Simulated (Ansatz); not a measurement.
For W2Si (model structure, started from the Ni2In type, P6₃/mmc, No. 194, 6 atoms in the cell), PBE (Ansatz, an electronic-structure program, PAW) gives:

| Quantity | Value |
|---|---|
| lattice parameter a | 4.470 Å |
| lattice parameter c | 5.186 Å |

Question: What does PBE-D3(BJ) (Ansatz, PAW) give for the same quantities?

Answer: 
- lattice constant a: 4.427 Å (decreases by 1.0 %)
- lattice parameter c: 5.144 Å (decreases by 0.8 %)

Changes are worked out from the printed values.

Unless a cell is named, each level is at its own relaxed cell (PBE 14.96, PBE-D3(BJ) 14.55 Å³/atom).

Levels without +SOC leave out spin–orbit coupling, which shifts energies and cells of such heavy elements.

Ansatz's density-functional and Hartree–Fock values are scalar-relativistic unless marked +SOC, with PAW data made under PBE.

A model structure was made by putting elements into a prototype or built by hand; it is no filed structure, need not be a known phase, and can be a saddle point held by its symmetry.
